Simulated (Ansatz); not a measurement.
Results of PBEsol (Ansatz, a program for electronic structure, PAW) for C (model structure, P6₁22, No. 178, 6 atoms in the cell).

Run with plane-wave cutoff 520 eV, 12×12×10 k mesh (along the axes of the cell as run), Fermi–Dirac smearing 0.01 eV, scalar-relativistic PAW data made under PBE.

Cell (relaxed at this level):

```yaml
crystal:
  lattice:
    - [3.55661, 0.00000, 0.00000]
    - [-1.77830, 3.08011, 0.00000]
    - [0.00000, 0.00000, 3.35752]
  atoms:
    - { symbol: C, position: [0.23240, 0.46480, 0.25000] }
    - { symbol: C, position: [0.53520, 0.76760, 0.58333] }
    - { symbol: C, position: [0.23240, 0.76760, 0.91667] }
    - { symbol: C, position: [0.76760, 0.53520, 0.75000] }
    - { symbol: C, position: [0.46480, 0.23240, 0.08333] }
    - { symbol: C, position: [0.76760, 0.23240, 0.41667] }
```

Q: Predict the band gap, Γ–Γ gap and bulk modulus B0.

A: 
band gap: 4.01 eV (on the SCF k mesh)
Γ–Γ gap: 6.98 eV
bulk modulus B0: 403 GPa

Note: the bulk modulus is −V dP/dV from two relaxed cells at ±2 % in volume; the relaxation could raise the start's symmetry but not lower it, so the cell can be a saddle point.

Computed values are for the static lattice.

Cost on a shared machine: very roughly 50 core-seconds.

A model structure was made by putting elements into a prototype or built by hand; it is no filed structure, need not be a known phase, and can be a saddle point held by its symmetry.
